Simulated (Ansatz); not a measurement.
## TiC: response to strain

Start from TiC in the rock salt structure (space group Fm-3m, No. 225; a = 4.328 Å; relaxed with 0.1 eV smearing). Axes: x, y, z lie along the cube axes.

Strains are applied to the cell and any free atomic positions relax; under biaxial strain the out-of-plane vector relaxes too.

Method: r2SCAN (Ansatz, an electronic-structure program, PAW, without spin-orbit coupling).

Notes on the quantities. pressure: mean of the normal stresses, compression positive; energy relative to the base: free energy F.

```csv
change,shortest interatomic distance,ratio −ε⊥/ε∥,pressure,energy relative to the base
base,216.4 pm,–,0.0 GPa,0 meV/atom
"biaxial strain −2.50 %, plane normal [111], relaxed out of plane",213.8 pm,0.54,10.5 GPa,+24 meV/atom
"biaxial strain −2.08 %, plane normal [111], relaxed out of plane",214.2 pm,0.54,8.6 GPa,+17 meV/atom
"biaxial strain −1.67 %, plane normal [111], relaxed out of plane",214.6 pm,0.54,6.8 GPa,+11 meV/atom
"biaxial strain −1.25 %, plane normal [111], relaxed out of plane",215.1 pm,0.53,5.0 GPa,+5.9 meV/atom
"biaxial strain −0.83 %, plane normal [111], relaxed out of plane",215.5 pm,0.53,3.3 GPa,+2.6 meV/atom
"biaxial strain −0.42 %, plane normal [111], relaxed out of plane",215.9 pm,–,1.6 GPa,+0.7 meV/atom
```

Stability against distortions was not tested. All final runs are without spin polarisation.
